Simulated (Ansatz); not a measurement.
Results of HSE06 (plane waves, PAW; Ansatz, a quantum-chemistry and plane-wave program) for InSbO4 (model structure, started from the BPO4 type, I-4, No. 82, 6 atoms in the cell).

Numerical settings: plane-wave cutoff 460 eV, 6×6×6 k mesh, Fermi–Dirac smearing 0.01 eV, scalar-relativistic PAW data made under PBE.

Cell (relaxed with PBEsol):

```cif
data_InO4Sb
_chemical_formula_sum 'In1 Sb1 O4'
_space_group_name_H-M_alt 'P 1'
_space_group_IT_number 1
_cell_length_a 5.67804
_cell_length_b 5.67804
_cell_length_c 5.67804
_cell_angle_alpha 117.881
_cell_angle_beta 117.881
_cell_angle_gamma 93.712
loop_
_space_group_symop_operation_xyz
  'x, y, z'
loop_
_atom_site_label
_atom_site_type_symbol
_atom_site_fract_x
_atom_site_fract_y
_atom_site_fract_z
_atom_site_occupancy
In1 In 0.25000 0.75000 0.50000 1
Sb1 Sb 0.00000 0.00000 0.00000 1
O1 O 0.27573 0.35726 0.37841 1
O2 O 0.64274 0.02115 0.91847 1
O3 O 0.97885 0.89732 0.62159 1
O4 O 0.10268 0.72427 0.08153 1
```

Give the computed band gap.


- band gap: 3.94 eV (on the SCF k mesh)

Note: the relaxation could raise the start's symmetry but not lower it, so the cell can be a saddle point; cell and atoms aren't relaxed at this level (largest force component 0.38 eV/Å, pressure -1.8 GPa).

Spin–orbit coupling is not included.

Static lattice: no zero-point or thermal effects.

A model structure was made by putting elements into a prototype or built by hand; it is no filed structure, need not be a known phase, and can be a saddle point held by its symmetry.
